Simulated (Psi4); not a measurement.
Psi4 1.11, unrestricted PBE/def2-svp: CC([O])CO, charge 0, multiplicity 2, 12 atoms. The geometry is a generated start, not checked to be a minimum at this level.

- task = energy
- method = pbe
- basis = def2-svp
- memory = 3 GB
- maxiter = 100
- keys of the molecule block = symmetry c1
- scf_type = df (default)
- guess = auto, which took SAD (default)
- scf_initial_accelerator = adiis (default)
- e_convergence = 1e-06 (default)
- d_convergence = 1e-06 (default)
- dft_radial_points = 75 (default)
- dft_spherical_points = 302 (default)
- basis functions = 105
- grid points = 255599

```xyz
12

C      1.1893     0.8631     0.0672
C      0.5420    -0.5299     0.1956
O      1.0126    -1.3052     1.1370
C     -1.0118    -0.4581     0.1500
O     -1.4135     0.0987    -1.0788
H      0.9673     1.4311     0.9691
H      2.2694     0.7693    -0.0232
H      0.7836     1.3770    -0.7986
H      0.7885    -1.0329    -0.7785
H     -1.3359     0.1667     0.9946
H     -1.4147    -1.4697     0.2887
H     -2.3768     0.0899    -1.1230
```

Charge 0 and multiplicity 2 are set for this test and not shown to be the ground state.

One run each on 2 threads. Values of diis_max_vecs tried: 3, 6, 10 (default), 20.

### Question
How does the count of SCF iterations change with diis_max_vecs, and where is it least?

### Answer
Fewest SCF iterations, within one of each other: 10 (default) with 13, 20 with 12. The count rises to 26 at 3. All converge to one solution.

| diis_max_vecs | SCF iterations | end |
|---|---|---|
| 3 | 26 | same solution |
| 6 | 14 | same solution |
| 10 (default) | 13 | same solution |
| 20 | 12 | same solution |
